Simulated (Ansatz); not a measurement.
A computed series for Al: response to strain

The reference is Al in the fcc (Cu type) structure (space group Fm-3m, No. 225; a = 4.0151 Å; relaxed with 0.1 eV smearing). Axes: x, y, z lie along the cube axes.

Strains are applied to the cell and any free atomic positions relax; under biaxial strain the out-of-plane vector relaxes too.

Levels (all Ansatz, a first-principles code, PAW, earlier PAW set): PBEsol (420 eV, spin-orbit coupling left out); r2SCAN (500 eV, without spin-orbit coupling); PBEsol+SOC (420 eV, noncollinear with spin-orbit coupling).

Pressures by level, all at the geometries relaxed with PBEsol:

| case | PBEsol | r2SCAN | PBEsol+SOC |
|---|---|---|---|
| base | 0.0 GPa | -1.5 GPa | 0.0 GPa |
| biaxial strain +1.14 %, plane normal [110], relaxed out of plane | -1.0 GPa | -2.6 GPa | -1.0 GPa |
| isotropic strain −2.85 % | 8.6 GPa | 7.5 GPa | 8.6 GPa |
| isotropic strain +1.66 % | -3.6 GPa | -5.3 GPa | -3.6 GPa |
| isotropic strain +2.58 % | -5.3 GPa | -7.0 GPa | -5.3 GPa |
| strain tensor (xx, yy, zz, yz, xz, xy) = (+1.12, +0.83, −1.11, +0.60, −0.86, +1.08) % | -0.6 GPa | -2.1 GPa | -0.6 GPa |

A biaxial case was relaxed in a doubled cell and then solved in the primitive one. Single points use the geometry relaxed with PBEsol. Their cutoffs differ, which shifts pressures a little. The spin-orbit shifts are approximate. Whether these cells are dynamically stable was not tested.
